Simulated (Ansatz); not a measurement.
# PtSn (P6_3/mmc): resistivity and electron-phonon coupling

Given:

```
CELL_PARAMETERS angstrom
      4.12756     0.00000     0.00000
     -2.06378     3.57458     0.00000
      0.00000     0.00000     5.43458
ATOMIC_POSITIONS crystal
  Sn 0.66667 0.33333 0.75000
  Sn 0.33333 0.66667 0.25000
  Pt 0.00000 0.00000 0.50000
  Pt 0.00000 0.00000 0.00000
```

Calculation: PBEsol, DFPT electron-phonon coupling, linearised Boltzmann equation (plane waves, PAW, scalar-relativistic; Ansatz, an electronic-structure program). Geometry: relaxed with this functional, without spin-orbit coupling.

The resistivity at 300 K is 6.2 (x), 6.2 (y), 14.3 (z) μΩ·cm. The resistivity at 77 K is 1.25 (x), 1.25 (y), 2.9 (z) μΩ·cm, the electron mean free path at 300 K (weighted by the current that each state carries) comes out as 14.4 (x), 14.4 (y), 13.6 (z) nm and the electron-phonon coupling λ is 0.35. The transport coupling λ_tr is 0.34 (x), 0.34 (y), 0.40 (z), the logarithmic mean phonon energy is 9.8 meV and the density of states at the Fermi level comes out as 0.72 states/(eV·spin·cell). The drude plasma energy is 7.9 (x), 7.9 (y), 5.7 (z) eV.

A metal at this level (no band gap). Only scattering by harmonic phonons is included (no impurities, grain boundaries, electron-electron scattering or thermal expansion). Spin-orbit coupling is left out, which matters with elements this heavy. Halving the electron mesh (24x24x16) moves the resistivity by up to 2 % at 300 K, the mean free path by up to 3 %, the coupling by up to 2 %. Smearing 0.20 eV; phonons on a 4x4x3 q mesh, which this run doesn't test and which matters most at low temperature.

Formula and space group known from diffraction (Crystallography Open Database), not checked to be the room-temperature form: PtSn (P6_3/mmc).
